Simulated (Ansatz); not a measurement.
The starting structures come from a database of crystals and need not be the phases stable at ambient conditions.

Input:

```
PdGeS3
1.0
    7.25506    -0.01892     0.07930
    2.54689     8.57648     0.00772
    0.79639    -0.23954     3.37770
Ge Pd S
2 2 6
Direct
  0.82744   0.31376   0.08628
  0.17256   0.68624   0.91372
  0.22878   0.02807   0.38561
  0.77122   0.97193   0.61439
  0.73886   0.47796   0.63057
  0.26114   0.52204   0.36943
  0.64152   0.14711   0.17924
  0.35848   0.85289   0.82076
  0.15921   0.20990   0.92039
  0.84079   0.79010   0.07961
```

Space group of this cell: C2/m. The cell was relaxed by PBE-D3(BJ).

Transport runs along the normal of the first two printed cell vectors.

No gap correction and no spin-orbit coupling; mid-gap values are interpolated between computed energies.

Question: Give the band gap and the smallest decay constant κ at mid-gap that r2SCAN (Ansatz, a first-principles code) yields.

Answer: Gap 1.32 eV on a 10×4×10 mesh; κ = 0.201 1/Å, at (0.167, 0.500) of the in-plane reciprocal vectors. At the zone centre, at the nearest computed energy, the slowest state has κ = 0.22 1/Å.
